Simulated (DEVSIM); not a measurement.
System: abrupt Ge n-p junction, at 300 K.

| layer (left to right) | material | thickness (μm) | Nd (cm⁻³) | Na (cm⁻³) | τn (s) | τp (s) |
|---|---|---|---|---|---|---|
| 1 | Ge | 5.00 | 2.9e18 | - | 3.5e-7 | 3.5e-7 |
| 2 | Ge | 8.20 | - | 2.1e17 | 3.5e-7 | 3.5e-7 |

Left contact: ohmic. Right contact: ohmic. Voltage is applied to the left contact. Recombination: SRH at mid-gap, radiative. Mobility is μmin + (μ − μmin)/(1 + (N/Nref)^α).

Constants are typed, rounded textbook-type inputs, not results; the design itself was drawn at random and stands for no fabricated device. Values at 300 K.

| parameter | Ge |
|---|---|
| gap (eV) | 0.664 |
| affinity (eV) | 4 |
| permittivity | 16 |
| Nc (cm⁻³) | 1.04e19 |
| Nv (cm⁻³) | 6e18 |
| μn (cm²/Vs) | 3900 |
| μp (cm²/Vs) | 1900 |
| μn,min | 150 |
| μp,min | 100 |
| Nref,n | 2.6e17 |
| Nref,p | 4e17 |
| αn | 0.56 |
| αp | 0.6 |
| B (cm³/s) | 6.4e-14 |

DEVSIM, 1D drift-diffusion, Boltzmann statistics, complete ionisation; no tunnelling, impact ionisation, image-force lowering or self-heating.

The doping Na of layer 2 was swept, all else fixed.

```json
[
 {"doping Na of layer 2 (cm^-3)": "6.3e15", "dark forward voltage at 1 A/cm² (V)": "0.173", "potential step across the device at zero bias (V)": "0.454", "largest field in the device at zero bias (V/cm)": "81000", "dark forward voltage at 100 A/cm² (V)": "0.301"},
 {"doping Na of layer 2 (cm^-3)": "2.1e16", "dark forward voltage at 1 A/cm² (V)": "0.206", "potential step across the device at zero bias (V)": "0.485", "largest field in the device at zero bias (V/cm)": "87000", "dark forward voltage at 100 A/cm² (V)": "0.330"},
 {"doping Na of layer 2 (cm^-3)": "6.3e16", "dark forward voltage at 1 A/cm² (V)": "0.239", "potential step across the device at zero bias (V)": "0.513", "largest field in the device at zero bias (V/cm)": "100000", "dark forward voltage at 100 A/cm² (V)": "0.360"},
 {"doping Na of layer 2 (cm^-3)": "2.1e17", "dark forward voltage at 1 A/cm² (V)": "___", "potential step across the device at zero bias (V)": "0.544", "largest field in the device at zero bias (V/cm)": "___", "dark forward voltage at 100 A/cm² (V)": "___"},
 {"doping Na of layer 2 (cm^-3)": "6.3e17", "dark forward voltage at 1 A/cm² (V)": "0.310", "potential step across the device at zero bias (V)": "0.573", "largest field in the device at zero bias (V/cm)": "250000", "dark forward voltage at 100 A/cm² (V)": "0.429"},
 {"doping Na of layer 2 (cm^-3)": "2.1e18", "dark forward voltage at 1 A/cm² (V)": "0.342", "potential step across the device at zero bias (V)": "0.604", "largest field in the device at zero bias (V/cm)": "390000", "dark forward voltage at 100 A/cm² (V)": "0.462"}
]
```

### Question
Some entries are withheld; supply them.

### Answer

- 2.1e17, dark forward voltage at 1 A/cm² (V): 0.276
- 2.1e17, largest field in the device at zero bias (V/cm): 150000
- 2.1e17, dark forward voltage at 100 A/cm² (V): 0.395
